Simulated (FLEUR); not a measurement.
Input and output of a self-consistent single point for YIn5Rh (P4/mmm, 7 atoms in the cell) (FLEUR).

Method: LDA (Perdew-Zunger), all-electron FLAPW (FLEUR), scalar-relativistic valence in FLEUR.

```
YIn5Rh
1.0
    4.63782     0.00000     0.00000
    0.00000     4.63782     0.00000
    0.00000     0.00000     7.44293
Y In Rh
1 5 1
Direct
  0.00000   0.00000   0.00000
  0.00000   0.50000   0.30143
  0.00000   0.50000   0.69857
  0.50000   0.00000   0.30143
  0.50000   0.00000   0.69857
  0.50000   0.50000   0.00000
  0.00000   0.00000   0.50000
```

Reference input (self-consistent single point, DFT, PBEsol, all-electron FLAPW (FLEUR), scalar-relativistic valence): Kmax = 4.2 1/bohr; GmaxXC = 16.8 1/bohr; xcFunctional = PBEs; jspins = 1; l_soc = F; mode = hist; fermiSmearingEnergy = 0.00499791 Htr; mesh (inpgen div1-3) = 5 5 3; inpgen gamma flag = false; Gmax = 16.8 1/bohr; numbands = 0; maxIterBroyd = 99. This run's input differs from it in these lines:

```diff
@@ -19,3 +19,3 @@
 &comp jspins=1 /
-&exco xctyp='PBEs' /
+&exco xctyp='pz' /
 &kpt div1=5 div2=5 div3=3 /
@@ -32,3 +32,3 @@
       <coreElectrons ctail="T" frcor="F" kcrel="0" coretail_lmax="0"/>
-      <xcFunctional name="PBEs" relativisticCorrections="F"/>
+      <xcFunctional name="pz" relativisticCorrections="F"/>
       <magnetism jspins="1"/>
```

The program printed (abridged):

```
 Iteration:     1   Distance:       5.14256035 me/bohr^3
 Iteration:     2   Distance:       4.73067074 me/bohr^3
 Iteration:     3   Distance:       4.20405090 me/bohr^3
 Iteration:     4   Distance:       2.28161454 me/bohr^3
 Iteration:     5   Distance:       2.24030420 me/bohr^3
   [... 10 lines left out ...]
 Iteration:    16   Distance:       0.00023517 me/bohr^3
 Iteration:    17   Distance:       0.00008869 me/bohr^3
 Iteration:    18   Distance:       0.00014848 me/bohr^3
 Iteration:    19   Distance:       0.00000622 me/bohr^3
 Reset of history
 Run finished successfully
 Stop message:
   Structural relaxation: new displacements generated

[file out, last iteration]
             iter=     20
[...]
          total density-effective poten   -6.1859390125E+04
          total charge density-energy d   -1.0144338561E+03
 Updated energy parameters for spin:           1
[...]
 fermi energy and band-weighting factors:
   [... 6 lines left out ...]

[...]
FERMIE:
          first approx. to ef    (T=0)  :   0.331786 htr   (energy of the highest occ. eigenvalue)
          number of occ. states  (T=0)  :        544
          first approx. to seigv (T=0)  : -18.075424 htr
          sum of weights of occ. states :  45.573333
          sum of semicore charge        :   0.000000 e
FERHIS:  Fermi-Energy by histogram:
          bandgap                     :   0.004938 htr
   [... lines left out ...]
          charge neutrality (T=0)     :   0.146667    (zero if the highest occ. eigenvalue is "entirely" occupied)
     EF_NEWTON:  Adjust Fermi-Energy by Newton-Method.
 Direct bandgap for spin            1 :    8.1054001953810850E-003  Htr
 ---->    free energy=                    -37553.4436978623 htr
   [... lines left out ...]
 TOTAL FORCE FOR ATOM TYPE=  2  X=  0.000   Y=  4.382   Z=  4.240
                       FX_TOT= 0.000000 FY_TOT= 0.000000 FZ_TOT=-0.000105
 TOTAL FORCE FOR ATOM TYPE=  3  X=  4.382   Y=  4.382   Z=  0.000
                       FX_TOT= 0.000000 FY_TOT= 0.000000 FZ_TOT= 0.000000
 TOTAL FORCE FOR ATOM TYPE=  4  X=  0.000   Y=  0.000   Z=  7.033
                       FX_TOT= 0.000000 FY_TOT= 0.000000 FZ_TOT= 0.000000
```

The run converged in 19 iterations. FLEUR gives forces in its relaxation mode, with a further iteration, so its stop message speaks of a relaxation. Against the reference run the largest force goes from 0.056 to 0.005 eV/Å.

The starting cell comes from a database of computed structures (which also holds hypothetical and non-ambient phases and stackings), without a prior relaxation at this level. Spin polarisation is off. Values depend on the basis (sphere radii, cutoffs, local orbitals), which need not be converged. The log's line on a gap gives a spacing of levels on this mesh, which the program prints for metals too.

Cost on one core of a shared machine: roughly 6 min.
